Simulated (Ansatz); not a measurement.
The reference is CdS in the zinc blende structure (space group F-43m, No. 216; a = 5.757 Å). Axes: x, y, z lie along the cube axes.

The values are results of Kohn–Sham DFT with the LDA functional, run in Ansatz (a program for electronic structure) with PAW and 420 eV plane waves, without spin-orbit coupling, not measurements.

Base values:

```
Property            Value
---------------  --------
Volume per atom  23.85 Å³
Pressure         0.00 GPa
Band gap          0.95 eV
```

The change: biaxial strain −1.00 %, plane normal [001], relaxed out of plane (Cartesian); in-plane vectors clamped, the third vector and the atoms free.

Problem. What does the calculation give for the volume per atom after the change?

Solution. The volume per atom shrinks by 0.13 Å³ (23.85 Å³ → 23.72 Å³).

Problem. How does this affect the pressure?

Solution. The pressure (mean of the normal stresses, compression positive) goes from zero to 0.35 GPa.

Problem. What does the calculation give for the energy relative to the base after the change?

Solution. The energy rises by 0.8 meV/atom.

Problem. How does this affect the band gap?

Solution. The band gap shrinks by 0.02 eV to 0.93 eV.

Whether these cells are dynamically stable was not tested.
